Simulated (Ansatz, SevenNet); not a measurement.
For ZrN (model structure, started from the NbAs type, I4₁md, No. 109, 4 atoms in the cell), the machine-learned potential SevenNet-0 (trained on PBE and PBE+U data) gives:

| Property | Result |
|---|---|
| lattice constant a | 3.025 Å |
| c axis length | 11.022 Å |

What does PBE-D3(BJ) in Ansatz (plane waves, PAW) give for the same quantities?


- lattice constant a: 2.976 Å (falls by 1.6 %)
- lattice parameter c: 10.946 Å (drops by 0.7 %)

Changes are worked out from the printed values.

Unless a cell is named, each level is at its own relaxed cell (SevenNet-0 12.60, PBE-D3(BJ) 12.12 Å³/atom).

Ansatz's density-functional and Hartree–Fock values are scalar-relativistic unless marked +SOC, with PAW data made under PBE.

A model structure was made by putting elements into a prototype or built by hand; it is no filed structure, need not be a known phase, and can be a saddle point held by its symmetry.

Ansatz is a program for electronic structure.
